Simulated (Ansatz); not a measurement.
The starting structures come from a database of crystals and need not be the phases stable at ambient conditions.

 Where the default PAW files enter, the runs use the earlier of Ansatz's two default sets.

The decay constant κ of evanescent states in the gap governs leakage through a thin film.

Given:

```
CELL_PARAMETERS angstrom
      3.86348     0.00000     0.00000
     -1.93174     3.34587     0.00000
      0.00000     0.00000     6.53168
ATOMIC_POSITIONS crystal
  Al 0.33333 0.66667 0.00007
  Al 0.66667 0.33333 0.50007
  P  0.33333 0.66667 0.37493
  P  0.66667 0.33333 0.87493
```

Space group of this cell: P6_3mc, wurtzite. The cell is strained (lengths along the current scaled by 1.03, ions clamped); by PBEsol its mean pressure is -2.5 GPa.

Transport runs along the normal of the first two printed cell vectors, the (001) (indices of the unstrained crystal) plane of the conventional cell.

No gap correction and no spin-orbit coupling; mid-gap values are interpolated between computed energies.

**Question.** State the band gap and the smallest decay constant κ at mid-gap according to PBEsol in Ansatz (a first-principles code).

**Answer.** Gap 1.88 eV on a 12×12×6 mesh; κ = 0.146 1/Å, at the zone centre.
